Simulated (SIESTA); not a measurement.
A self-consistent single point of a (001) slab of TiCd (cut from a parent of space group no. 129; 4 atoms in the cell) with SIESTA.

Computed with SIESTA with GGA PBEsol, numerical atomic orbitals DZP, PseudoDojo PBEsol standard norm-conserving potentials (rewritten from UPF to PSML).

```xyz
4
Lattice="2.9025 0.0000 0.0000 0.0000 2.9025 0.0000 0.0000 0.0000 20.6435" Properties=species:S:1:pos:R:3 pbc="T T T"
Ti     0.0000     1.4513     9.3368
Ti     1.4513     0.0000    11.3068
Cd     0.0000     1.4513    13.6435
Cd     1.4513     0.0000     7.0000
```

Reference input (self-consistent single point, DFT, GGA PBEsol, numerical atomic orbitals DZP, PseudoDojo PBEsol standard norm-conserving potentials (rewritten from UPF to PSML)): XC.functional = GGA; XC.authors = PBEsol; potentials = PseudoDojo PBEsol standard; PAO.BasisSize = DZP; PAO.EnergyShift = 0.01 Ry; MeshCutoff = 300 Ry; kgrid.MonkhorstPack = 8 8 1; OccupationFunction = FD; ElectronicTemperature = 1160.45 K; MaxSCFIterations = 150; SCF.Mixer.Method = Broyden; SCF.Mixer.Weight = 0.1. This run's input differs from it in these lines:

```diff
@@ -28,3 +28,3 @@
 PAO.EnergyShift              0.01 Ry
-MeshCutoff                   300 Ry
+MeshCutoff                   150 Ry
 %block kgrid.MonkhorstPack
```

Output, abridged:

```
        iscf     Eharris(eV)        E_KS(eV)     FreeEng(eV)     dDmax    Ef(eV) dHmax(eV)
   scf:    1   -12647.358808   -12725.996001   -12726.164527  0.723422 -3.387094 27.556671
   scf:    2   -12728.842061   -12749.319795   -12749.417547  0.506955 -1.765887 18.880346
   scf:    3   -12756.438367   -12754.069303   -12754.209603  0.191144 -2.401133  8.216575
   scf:    4   -12754.450587   -12755.929717   -12756.115963  0.268269 -3.606306  6.782129
   scf:    5   -12756.526224   -12757.015014   -12757.174967  0.101197 -3.266267  2.130964
   [... 5 lines left out ...]
   scf:   11   -12757.087786   -12757.088030   -12757.255309  0.000712 -3.436558  0.013094
   scf:   12   -12757.087885   -12757.087959   -12757.255321  0.000185 -3.440836  0.004879
   scf:   13   -12757.087916   -12757.087938   -12757.255325  0.000283 -3.445109  0.000918
   scf:   14   -12757.087929   -12757.087933   -12757.255326  0.000019 -3.445559  0.000547
SCF Convergence by DM+H criterion
max |DM_out - DM_in|         :     0.0000193865
max |H_out - H_in|      (eV) :     0.0005471613
SCF cycle converged after 14 iterations

Using DM_out to compute the final energy and forces

siesta: E_KS(eV) =           -12757.0879

siesta: E_KS - E_eggbox =    -12757.0879

siesta: Atomic forces (eV/Ang):
     1    0.000000    0.000000    0.123256
     2   -0.000000    0.000000   -0.121529
     3   -0.000000   -0.000000   -0.470806
     4   -0.000000    0.000000    0.471018
   Tot   -0.000000    0.000000    0.001940
   Max    0.471018
   Res    0.198636    sqrt( Sum f_i^2 / 3N )
   Max    0.471018    constrained

Stress tensor Voigt[x,y,z,yz,xz,xy] (kbar):       35.99       35.99       29.48       -0.00       -0.00        0.00
(Free)E + p*V (eV/cell)   -12760.9264
   [... lines left out ...]
siesta: FreeEng =    -12757.255326
siesta: Cell volume =        173.916189 Ang**3
siesta:         -33.81919283        -23.47183850  kBar
   [... lines left out ...]

              0.057   0.043   0.049

mulliken: Qtot =       64.000

Mulliken Atomic Populations:
Atom #   charge [q] valence [e]  Species
     1    -0.029899   12.029899  Ti
     2    -0.029904   12.029904  Ti
     3     0.029907   19.970093  Cd
     4     0.029896   19.970104  Cd
 Total    -0.000000

siesta: Electric dipole (a.u.)  =    0.000000   -0.000000    0.000012
siesta: Electric dipole (Debye) =    0.000000   -0.000000    0.000030
```

The run converged in 14 iterations. Against the reference run the free energy goes down by 3.2 meV/atom and the largest force moves little (0.465 to 0.471 eV/Å).

The starting cell comes from a database of computed structures (which also holds hypothetical and non-ambient phases and stackings), without a prior relaxation at this level. The slab is cut from that crystal, and its faces are unrelaxed. Its lattice was rescaled by up to half a per cent. Spin polarisation is off. Values carry the incompleteness of an atom-centred basis.
